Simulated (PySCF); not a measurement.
PySCF 2.14.0, HF/def2-svp, df: Sn(Cl)(NCO)3 (O=C=[N][Sn]([Cl])([N]=C=O)[N]=C=O), 11 atoms. The geometry is a generated start, not checked to be a minimum at this level.

```json
{
 "task": "energy",
 "method": "hf",
 "basis": "def2-svp",
 "two_electron_scheme": "density fitting",
 "mol.max_memory": "3000 MB",
 "mf.max_cycle": "100",
 "mf.diis_space": "8 (default)",
 "mf.conv_tol": "1e-09 (default)",
 "effective_core_potentials": "those of the basis set, past Kr",
 "basis_functions": "170"
}
```

```xyz
11

O      3.2324    -2.0367    -0.9417
C      2.3934    -1.5376    -0.3350
N      1.5373    -1.0952     0.3715
Sn     0.1341     0.1821     0.8944
Cl     0.3674     0.7265     3.0304
N     -1.6201    -0.6860     0.6373
C     -2.4012    -1.3225    -0.0062
O     -3.2225    -1.9208    -0.5433
N      0.2871     1.7686    -0.2767
C     -0.1789     2.5595    -1.0431
O     -0.5290     3.3620    -1.7877
```

With the defaults (mf.diis = true, mf.init_guess = minao, mf.DIIS = CDIIS, mf.damp = 0, mf.diis_start_cycle = 1, mf.level_shift = 0, mf.diis_damp = 0) it converges in 14 Fock builds. One run each on 2 threads, 1 BLAS thread, with these changes:
- mf.level_shift = 0.3 Hartree
- mf.diis_damp = 0.3
- mf.init_guess = mod_huckel
- mf.level_shift = 1 Hartree
- mf.init_guess = 1e
- mf.damp = 0.7, mf.diis_start_cycle = 8
- mf.DIIS = EDIIS
- mf.diis = false, mf.damp = 0.7, mf.diis_start_cycle = 999
- mf.diis = false

Q: Name the settings that don't reach the solution of the defaults.

A: No convergence: mf.diis = false (the run ends without SCF convergence in 100 cycles). The rest reach the solution of the defaults.

```json
[
 {"setting": "the defaults", "Fock builds": "14", "end": "same solution"},
 {"setting": "mf.diis_damp = 0.3", "Fock builds": "14", "end": "same solution"},
 {"setting": "mf.init_guess = mod_huckel", "Fock builds": "15", "end": "same solution"},
 {"setting": "mf.level_shift = 0.3 Hartree", "Fock builds": "16", "end": "same solution"},
 {"setting": "mf.damp = 0.7, mf.diis_start_cycle = 8", "Fock builds": "18", "end": "same solution"},
 {"setting": "mf.init_guess = 1e", "Fock builds": "22", "end": "same solution"},
 {"setting": "mf.level_shift = 1 Hartree", "Fock builds": "25", "end": "same solution"},
 {"setting": "mf.DIIS = EDIIS", "Fock builds": "48", "end": "same solution"},
 {"setting": "mf.diis = false, mf.damp = 0.7, mf.diis_start_cycle = 999", "Fock builds": "48", "end": "same solution"},
 {"setting": "mf.diis = false", "Fock builds": "101", "end": "no convergence"}
]
```
